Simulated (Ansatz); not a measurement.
**CdS with two functionals, S → Se**

Start from CdS in the wurtzite structure (space group P6_3mc, No. 186; a = 4.197 Å, c = 6.830 Å).

(Cell as relaxed with PBE.)

Levels (all Ansatz, an electronic-structure program, PAW, earlier PAW set): PBE (420 eV, no spin-orbit coupling); r2SCAN (500 eV, no SOC).

Each level relaxes its own structure.

| base | PBE | r2SCAN |
|---|---|---|
| volume per atom | 26.04 Å³ | 25.41 Å³ |
| lattice parameter a | 4.197 Å | 4.164 Å |
| band gap | 1.11 eV | 1.63 eV |

Perturbation: full substitution S → Se; the structure is relaxed again.

| quantity | PBE | r2SCAN |
|---|---|---|
| electron mass | 0.057 mₑ (at Γ) | … |
| band gap | 0.54 eV | … |
| gap character | direct at Γ | … |
| shortest interatomic distance | 2.682 Å | … |

Problem. Given the PBE results, estimate those of r2SCAN.

Solution. 
- electron mass, r2SCAN: 0.093 mₑ along c, 0.100 mₑ across (at Γ)
- band gap, r2SCAN: 1.10 eV
- gap character, r2SCAN: direct at Γ
- shortest interatomic distance, r2SCAN: 2.655 Å

PBE's band gap lies 0.56 eV below r2SCAN's; PBE's shortest interatomic distance lies 0.027 Å above r2SCAN's (1.0 %); the two agree on the gap character. Neither level is exact; r2SCAN is the comparison here, not a measurement.

Effective masses come from finite differences of ±0.01 Å⁻¹. Whether these cells are dynamically stable was not tested.
